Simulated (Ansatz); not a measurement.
# F on the 1x1 (110) surface of 3C silicon carbide (cut with top plane C + Si), one in a 1x1 cell, started at the site 'over C at depth 1.5 Å'

Host crystal: 3C silicon carbide, with a band gap (PBE, scalar-relativistic without spin-orbit coupling).

These are PBE (plane waves to 420 eV, PAW; Ansatz, a program for electronic structure) values and carry that method's errors.

Model: 13-atom slab, 7.7 Å thick at the start under the adsorbate (thin: gaps and levels are the slab's own), 6x6x1 mesh, Fermi-Dirac 0.01 eV, dipole correction, 6 atoms held, the rest relaxed; start symmetry kept, larger cells not searched; spin-polarised, ending with about 1.0 μB a cell; orders that need a larger cell were not tried, no spin-orbit, no U, no dispersion correction. At the end it is bonded to Si. In PBE it is, or lies within 0.03 eV of, the lowest of the starts that converged.

```
Property                                                                                                                Result
--------------------------------------------------------------------------------------  --------------------------------------
adsorption energy against ½ F2(g)                                                                                     -4.32 eV
gap of the slab on its k-mesh                                                                                          0.34 eV
highest filled level below the top vacuum level                                                                        6.59 eV
change of the step from the bottom to the top vacuum level, against the clean slab                                     1.08 eV
energy released by relaxation                                                                                          1.44 eV
height of the binding atom over the mean of the host atoms within 0.3 Å of the top one                                140.7 pm
magnetic moment of the cell                                                                                            1.00 μB
nearest host atoms of the binding atom                                                  Si at 1.61 Å, C at 2.85 Å, C at 2.88 Å
largest move of a host atom                                                                                             0.35 Å
cost                                                                                                    roughly 5 core-minutes
```

A negative adsorption energy means that the adsorbate is more stable on the surface than in its reference.
